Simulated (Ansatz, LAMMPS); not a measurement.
# Si well of 16 atomic layers along [001] in random Si0.5Ge0.5, interfaces sharp

Cell 16.85 × 16.85 × 55.26 Å, Si486Ge234, 720 atoms. Prepared with Tersoff's 1989 multicomponent potential (SiCGe.tersoff) (LAMMPS): minimisation. 

All values below come from PBE, support functions at accuracy medium on the grid of 370 eV (norm-conserving potentials; Ansatz, a program for electronic structure).

Basis: localised support functions (accuracy medium) on a full density matrix. k-points: zone centre alone; occupations: Fermi-Dirac, 0.010 eV; spin polarisation not allowed. No spin-orbit coupling.

```json
{
 "Kohn-Sham gap of the cell on its k-mesh": "0.18 eV",
 "weight_of_the_highest_filled_level_on_the_well": "0.05",
 "weight_of_the_lowest_empty_level_on_the_well": "0.97",
 "coordination (neighbours within 2.876 Å)": "100.0 % 4-fold",
 "Ge-Ge bonds, mean ± spread": "2.478 ± 0.008 Å",
 "Ge-Si bonds, mean ± spread": "2.430 ± 0.008 Å",
 "Si-Si bonds, mean ± spread": "2.393 ± 0.008 Å",
 "bond angles, mean ± spread": "109.5° ± 1.4°",
 "pressure": "-1.26 GPa",
 "cost_of_the_final_run": "around 40 core-minutes (rough), 13 SCF iterations, 15 GiB"
}
```
